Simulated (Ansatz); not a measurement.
System: TaCuN2 (R-3m, No. 166, 4 atoms in the cell; start mp-8927). Method: PBEsol in Ansatz (PAW).

Numerical settings: plane-wave cutoff 520 eV, 12×12×12 k mesh, Fermi–Dirac smearing 0.01 eV, no spin polarisation, scalar-relativistic PAW data made under PBE.

Cell (relaxed at this level):

Space group R-3m, hexagonal axes (No. 166); a = b = 3.1215 Å, c = 17.3429 Å, α = β = 90.00°, γ = 120.00°

| atom | site | symmetry | x | y | z |
|---|---|---|---|---|---|
| Ta | 3b | -3m | 0.0000 | 0.0000 | 0.5000 |
| Cu | 3a | -3m | 0.0000 | 0.0000 | 0.0000 |
| N | 6c | 3m | 0.0000 | 0.0000 | 0.1056 |
(The calculation used a cell of 4 atoms; values per cell refer to that cell.)

**Question.** Give the computed band gap, smallest direct gap on the k points sampled and direct gap at Γ.

**Answer.** 
- band gap = 0.38 eV
- smallest direct gap on the k points sampled = 0.76 eV
- direct gap at Γ = 2.30 eV

Spin–orbit coupling is not included.

The computed numbers hold no vibrational or temperature effects.

A start named mp-… is a Materials Project structure, which need not be a measured phase.

Ansatz is a program for electronic structure.
